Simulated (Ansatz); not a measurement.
Ansatz (a program for electronic structure), DFT, PBE, plane waves, its soft PAW files of 3 December: Au(111) slab of 6 layers, 1x1, atoms displaced (Au6), unrelaxed, 6 atoms. Basis and mesh were picked for this test and aren't claimed converged.

```json
{
 "cell": "2.88, 2.88, 21.77 Å; 90, 90, 60°",
 "distance_to_the_nearest_atom": "2.80 to 2.87 Å",
 "task": "single point",
 "k mesh": "10×10×1",
 "hamiltonian.xc": "pbe",
 "kind_of_files": "paw",
 "scf.occupations.method": "gaussian",
 "scf.occupations.width": "0.2 eV",
 "output.forces": "true",
 "binding of workers (--pin)": "off",
 "k-point pools (--kpoint-pools)": "1",
 "memory maximum (--max-ram)": "8GiB",
 "accuracy": "medium (default)",
 "basis.precision": "auto (default)",
 "basis.xc_grid": "2 (default)",
 "scf.eigensolver.kind": "auto (default)",
 "scf.convergence.dr2_threshold": "1e-07 (default)",
 "scf.lower_state_search": "light (default)",
 "k-points after symmetry": "52",
 "bands_at_the_start": "64",
 "electrons": "114",
 "plane waves at Γ": "3085",
 "cutoff (eV)": "420",
 "FFT grid": "20×20×150",
 "symmetry_operations": "1"
}
```

Settings of this run: scf.mixing.algorithm = auto, scf.mixing.preconditioner = none, scf.algorithm = auto; 4 threads.

```tsv
iteration	dr2 (eV)	Hψ
1	6.14e0	12164
2	8.20e1	8919
3	6.29e1	6045
4	1.66e0	5149
5	2.05e0	5678
6	3.72e-1	3285
7	2.42e0	7564
8	4.07e-1	4696
9	1.43e-1	3817
10	1.95e-2	3319
11	3.32e-4	4046
12	2.36e-4	5021
13	3.30e-4	4863
14	2.24e-4	3266
15	5.06e-6	3263
16	1.57e-6	4575
17	3.56e-7	3693
18	1.05e-7	4988
19	1.79e-7	10981
20	1.07e-8	9655
```

It converged after 20 SCF iterations.

Problem. The cycle is slow. Which setting should be changed?

Solution. Several could match; the one computed here: scf.mixing.preconditioner = auto (default) (9 SCF iterations) or scf.mixing.preconditioner = ldos (9 SCF iterations), all else kept. The other changes of this size gave: scf.mixing.preconditioner = local_kerker (15); scf.mixing.preconditioner = kerker (16); scf.mixing.preconditioner = kerker_dos (16); scf.mixing.algorithm = broyden (16). In that run the program took: scf.mixing.algorithm MSR1, scf.mixing.preconditioner LDOS, scf.eigensolver.kind band_cg, --slots 4. The first change moves the result by: energy under 0.001 meV/atom, forces (largest component) 0.038 meV/Å. Counts are of single runs.

Keys are those of Ansatz 0.2.
